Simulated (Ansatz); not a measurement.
Te2Au (C2/m, No. 12) was calculated with r²SCAN in Ansatz (PAW).

Run with plane-wave cutoff 560 eV, 14×14×12 k mesh (along the axes of the cell as run), Fermi–Dirac smearing 0.05 eV, scalar-relativistic PAW data made under PBE.

Computed at the level's own relaxed cell.

### Question
Give the computed equilibrium volume per atom and bulk modulus B0.

### Answer

* **equilibrium volume per atom**: 26.36 Å³/atom
* **bulk modulus B0**: 50.5 GPa

The run finds no gap.

Note: the bulk modulus comes from volumes at which shape and atoms were relaxed.

Spin–orbit coupling is not included; it can open a gap where bands touch, and shift volumes and moduli.

Static lattice: no zero-point or thermal effects.

It cost very roughly 2.1 core-hours of CPU time.

Ansatz is a program for electronic structure.
